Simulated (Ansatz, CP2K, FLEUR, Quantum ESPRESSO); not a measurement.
**Code comparison for LaAl2BRu2 (P4/mmm, 6 atoms in the cell)**

Self-consistent single point.

```
LaAl2BRu2
1.0
    4.22935     0.00000     0.00000
    0.00000     4.22935     0.00000
    0.00000     0.00000     5.67992
La Al B Ru
1 2 1 2
Cartesian
  0.00000   0.00000   2.83996
  2.11468   2.11468   4.23591
  2.11468   2.11468   1.44401
  0.00000   0.00000   0.00000
  2.11468   0.00000   0.00000
  0.00000   2.11468   0.00000
```

Shared settings, as Ansatz (a program for electronic structure) writes them: kpoints.mp_grid.grid = 5 5 4; scf.occupations.method = gaussian; scf.occupations.width = 0.0037 Ry. Potentials and cutoffs stand in the table.

| code | model | pressure (GPa) | largest force (eV/Å) | cutoff |
|---|---|---|---|---|
| FLEUR | LDA (Perdew-Zunger), all-electron FLAPW (FLEUR), scalar-relativistic valence | – | 0.258 | Kmax 4.6 1/bohr |
| Ansatz | LDA (PW92), PAW files made with PBE | -7.73 | 0.296 | 30.9 Ry |
| Quantum ESPRESSO | LDA (PZ), GBRV 1.5 ultrasoft (LDA) pseudopotentials | -7.56 | 0.265 | 40 Ry |
| CP2K | LDA (Pade form), GPW, DZVP-MOLOPT-SR-GTH basis, GTH-PADE potentials (GTH_POTENTIALS) | -11.88 | 0.619 | grid 500 Ry |

A dash marks a value that a program does not give, or that is left out as unsure.

On Ansatz's run: spin polarisation is off.

The spread over the programs that give each value: pressure within 4.32 GPa; largest force within 0.361 eV/Å.

CP2K uses small atom-centred bases, whose incompleteness enters pressures, forces and empty levels differently from a plane-wave cutoff. FLEUR treats all electrons, but the usual bases taken here (sphere radii, linearisation, local orbitals, empty states) were not tested for convergence, so the values are no reference for the others. Ansatz's pressure is given at a fixed set of plane waves, as the other plane-wave codes print theirs; with its correction for the finite basis it is -7.63 GPa. The same LDA comes in different parametrisations, which differ slightly. In the pressure, CP2K (by 4.23) lies more than 1 GPa from the median of the plane-wave programs. In the force vectors, CP2K (by 0.339) lies more than 0.08 eV/Å from the median of the plane-wave programs.

The starting cell comes from a database of computed structures (which also holds hypothetical and non-ambient phases and stackings), without a prior relaxation at this level.

Left out of this page: Elk (not drawn, or without a comparable value).

Keys are those of Ansatz 0.2.
